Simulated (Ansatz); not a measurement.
Effect of Zn on a O site (antisite) on ZnO

Base system: a 16-atom supercell of ZnO in the wurtzite structure (space group P6_3mc, No. 186; a = 3.280 Å, c = 5.294 Å) at its relaxed geometry.

One thing is altered: one O atom is replaced by Zn, atoms relaxed at fixed cell, starting from a slightly rattled geometry.

Calculations: DFT with PBE, PAW potentials and a 420 eV plane-wave cutoff in Ansatz (a program for electronic structure), no SOC, earlier PAW set. k-mesh 6×6×6 (Γ-centred); smearing 0.01 eV (Fermi–Dirac).

```json
{
  "pressure": "5.7 GPa (base 0.0 GPa)",
  "largest_displacement_of_a_host_atom_from_its_site_in_the_perfect_cell": "1.35 Å",
  "shift_of_the_substituted_atom_off_its_lattice_site": "0.88 Å"
}
```

Cost of the whole job for the changed cell (relaxation, final SCF and bands): around 2.6 core-hours (rough).

Other magnetic orders, which the real material may have, were not ruled out. The cell is small, so the values are those of an ordered compound at a high defect concentration; dilute-limit values will differ. Starting moments died away, wholly or in part, for Zn on a O site (antisite); another magnetic solution may exist. The defect cell is spin-polarised and ends with 0.0 μB.
